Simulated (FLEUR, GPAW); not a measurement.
A GPAW input for a self-consistent single point of NiPbF6 (R-3, 8 atoms in the cell) (DFT PBEsol, plane waves, GPAW PAW datasets PBEsol (made by gpaw-setup)):

```python
from ase import Atoms
from ase.units import GPa
from gpaw import GPAW

atoms = Atoms(['Ni', 'Pb', 'F', 'F', 'F', 'F', 'F', 'F'],
              cell=[[2.581869, 1.490643, 4.807339],
                    [-2.581869, 1.490643, 4.807339],
                    [0.000000, -2.981286, 4.807339]],
              positions=[[0.000000, 0.000000, 0.000000],
                         [0.000000, 0.000000, 7.211009],
                         [0.785301, -1.550000, 5.977974],
                         [-0.785301, 1.550000, 8.444043],
                         [0.949689, 1.455091, 5.977974],
                         [-0.949689, -1.455091, 8.444043],
                         [-1.734990, 0.094909, 5.977974],
                         [1.734990, -0.094909, 8.444043]],
              pbc=True)

atoms.set_initial_magnetic_moments([2.0, 0.0, 0.0, 0.0, 0.0, 0.0, 0.0, 0.0])

calc = GPAW(spinpol=True,
            mode={'name': 'pw', 'ecut': 900},
            xc='PBEsol',
            kpts=(3, 3, 3),
            occupations={'name': 'fermi-dirac', 'width': 0.02},
            nbands=-8,
            convergence={'forces': 0.001, 'bands': -6},
            symmetry={'symmorphic': False, 'tolerance': 0.0005},
            maxiter=120)

atoms.calc = calc

energy = atoms.get_potential_energy()
print('Energy (eV):', round(energy, 6))
forces = atoms.get_forces()
print('Forces (eV/Ang):')
print(forces.round(5))
stress = atoms.get_stress()
print('Stress (GPa, Voigt):', (stress / GPa).round(4))
```

Q: Write the same calculation as an input for FLEUR.

A: One input that does it (others would too):

Input of the input generator:

```
NiPbF6
&input film=f /
2.5818692060 1.4906428811 4.8073390000
-2.5818692060 1.4906428811 4.8073390000
-0.0000000000 -2.9812857622 4.8073390000
1.8897261246
1.0 1.0 1.0

8
28 0.0000000000 0.0000000000 0.0000000000 : 2.00
82 0.5000000000 0.5000000000 0.5000000000 : 0.00
9 0.3932800000 0.0891200000 0.7611100000 : 0.00
9 0.6067200000 0.9108800000 0.2388900000 : 0.00
9 0.7611100000 0.3932800000 0.0891200000 : 0.00
9 0.2388900000 0.6067200000 0.9108800000 : 0.00
9 0.0891200000 0.7611100000 0.3932800000 : 0.00
9 0.9108800000 0.2388900000 0.6067200000 : 0.00

&comp jspins=2 /
&exco xctyp='PBEs' /
&kpt div1=3 div2=3 div3=3 /
&end /
```

```xml
<?xml version="1.0" encoding="UTF-8" standalone="no"?>
<fleurInput fleurInputVersion="0.39">
   <comment>
      NiPbF6                                                                                              
   </comment>
   <calculationSetup>
      <cutoffs Kmax="4.7" Gmax="14.1" GmaxXC="14.1" numbands="0"/>
      <scfLoop itmax="100" minDistance="0.00001" maxIterBroyd="15" imix="Anderson" alpha="0.05" precondParam="0.0" spinf="2.0"/>
      <coreElectrons ctail="T" frcor="F" kcrel="0" coretail_lmax="0"/>
      <xcFunctional name="PBEs" relativisticCorrections="F"/>
      <magnetism jspins="2"/>
      <soc l_soc="F" theta="0.0" phi="0.0" spav="F"/>
      <expertModes spex="0" secvar="F"/>
      <geometryOptimization l_f="T" forcealpha="1.0" forcemix="BFGS" epsdisp="0.00001" epsforce="0.00001"/>
      <ldaU l_linMix="F" mixParam="0.05" spinf="1.0"/>
   </calculationSetup>
   <cell>
      <bzIntegration valenceElectrons="72.0" mode="hist" fermiSmearingEnergy="0.00073499">
         <kPointListSelection listName="default-1"/>
         <!-- k-points included here -->
         <xi:include xmlns:xi="http://www.w3.org/2001/XInclude" href="kpts.xml"> </xi:include>
      </bzIntegration>
      <!-- symmetry operations included here -->
      <xi:include xmlns:xi="http://www.w3.org/2001/XInclude" href="sym.xml"> </xi:include>
      <bulkLattice scale="1.0">
         <bravaisMatrix>
            <row-1>    4.8790256888784587     2.8169067948636815     9.0845540981084394</row-1>
            <row-2>   -4.8790256888784587     2.8169067948636815     9.0845540981084394</row-2>
            <row-3>    0.0000000000000000    -5.6338135897273629     9.0845540981084394</row-3>
         </bravaisMatrix>
      </bulkLattice>
   </cell>
   <atomSpecies>
      <species name="Nickel (Ni2.000" element="Ni" atomicNumber="28">
         <mtSphere radius="2.26" gridPoints="781" logIncrement="0.016"/>
         <atomicCutoffs lmax="8" lnonsphr="6"/>
         <electronConfig flipSpins="F">
            <coreConfig>(1s1/2) (2s1/2) (2p1/2) (2p3/2) (3s1/2)</coreConfig>
            <valenceConfig>(3p1/2) (3p3/2) (4s1/2) (3d3/2) (3d5/2)</valenceConfig>
            <stateOccupation state="(3d3/2)" spinUp="2.0" spinDown="1.2"/>
            <stateOccupation state="(3d5/2)" spinUp="3.0" spinDown="1.8"/>
         </electronConfig>
         <energyParameters s="4" p="4" d="3" f="4"/>
         <lo type="SCLO" l="1" n="3" eDeriv="0"/>
      </species>
      <species name="Lead (Pb)" element="Pb" atomicNumber="82">
         <mtSphere radius="2.48" gridPoints="857" logIncrement="0.016"/>
         <atomicCutoffs lmax="10" lnonsphr="8"/>
         <electronConfig flipSpins="F">
            <coreConfig>(1s1/2) (2s1/2) (2p1/2) (2p3/2) (3s1/2) (3p1/2) (3p3/2) (4s1/2) (3d3/2) (3d5/2) (4p1/2) (4p3/2) (5s1/2) (4d3/2) (4d5/2) (4f5/2) (4f7/2) (5p1/2) (5p3/2)</coreConfig>
            <valenceConfig>(6s1/2) (5d3/2) (5d5/2) (6p1/2) (6p3/2)</valenceConfig>
            <stateOccupation state="(6p1/2)" spinUp="0.3333333333" spinDown="0.3333333333"/>
            <stateOccupation state="(6p3/2)" spinUp="0.6666666667" spinDown="0.6666666667"/>
         </electronConfig>
         <energyParameters s="6" p="6" d="6" f="5"/>
         <lo type="SCLO" l="2" n="5" eDeriv="0"/>
      </species>
      <species name="Fluorine (F)" element="F" atomicNumber="9">
         <mtSphere radius="1.28" gridPoints="443" logIncrement="0.024"/>
         <atomicCutoffs lmax="6" lnonsphr="4"/>
         <electronConfig flipSpins="F">
            <coreConfig>(1s1/2)</coreConfig>
            <valenceConfig>(2s1/2) (2p1/2) (2p3/2)</valenceConfig>
            <stateOccupation state="(2p1/2)" spinUp="0.8333333333" spinDown="0.8333333333"/>
            <stateOccupation state="(2p3/2)" spinUp="1.666666667" spinDown="1.666666667"/>
         </electronConfig>
         <energyParameters s="2" p="2" d="3" f="4"/>
      </species>
   </atomSpecies>
   <atomGroups>
      <atomGroup species="Nickel (Ni2.000">
         <relPos label="                   1">.0000000000 .0000000000 .0000000000</relPos>
         <force calculate="T" relaxXYZ="TTT"/>
      </atomGroup>
      <atomGroup species="Lead (Pb)">
         <relPos label="                   2">1.000/2.000 1.000/2.000 1.000/2.000</relPos>
         <force calculate="T" relaxXYZ="TTT"/>
      </atomGroup>
      <atomGroup species="Fluorine (F)">
         <relPos label="                   3">.3932800000 .0891200000 -.2388900000</relPos>
         <relPos label="                   4">-.3932800000 -.0891200000 .2388900000</relPos>
         <relPos label="                   5">-.2388900000 .3932800000 .0891200000</relPos>
         <relPos label="                   6">.2388900000 -.3932800000 -.0891200000</relPos>
         <relPos label="                   7">.0891200000 -.2388900000 .3932800000</relPos>
         <relPos label="                   8">-.0891200000 .2388900000 -.3932800000</relPos>
         <force calculate="T" relaxXYZ="TTT"/>
      </atomGroup>
   </atomGroups>
   <output dos="F" band="F" slice="F">
      <checks vchk="F" cdinf="F"/>
      <bandDOS minEnergy="-.5*Htr" maxEnergy="0.5*Htr" sigma="0.015" storeEVData="T"/>
      <vacuumDOS vacdos="F" integ="F" star="F" nstars="0" locx1="0.0" locy1="0.0" locx2="0.0" locy2="0.0" nstm="0" tworkf="0.0"/>
      <unfoldingBand unfoldBand="F" supercellX="1" supercellY="1" supercellZ="1"/>
      <plotting iplot="0" polar="F">
         <plot TwoD="T" vec1="  1.0  0.0  0.0" vec2="  0.0  1.0  0.0" vec3="  0.0  0.0  1.0" zero="  0.0  0.0  0.0" file="plot"/>
      </plotting>
      <chargeDensitySlicing numkpt="0" minEigenval="0.0" maxEigenval="0.0" nnne="0" pallst="F"/>
      <specialOutput eonly="F"/>
      <magneticCircularDichroism mcd="F" energyLo="-10.0" energyUp="0.0"/>
   </output>
  <!-- We include the file relax.xml here to enable relaxations (see documentation) -->
  <xi:include xmlns:xi="http://www.w3.org/2001/XInclude" href="relax.xml"> <xi:fallback/> </xi:include>
</fleurInput>
```

Basis, cutoffs, solver keys and any potentials are the target program's own. This input uses DFT, PBEsol, all-electron FLAPW (FLEUR), scalar-relativistic valence.

The starting cell comes from a database of computed structures (which also holds hypothetical and non-ambient phases and stackings), without a prior relaxation at this level. Its lattice was rescaled by a random factor within 2.5 % of one.
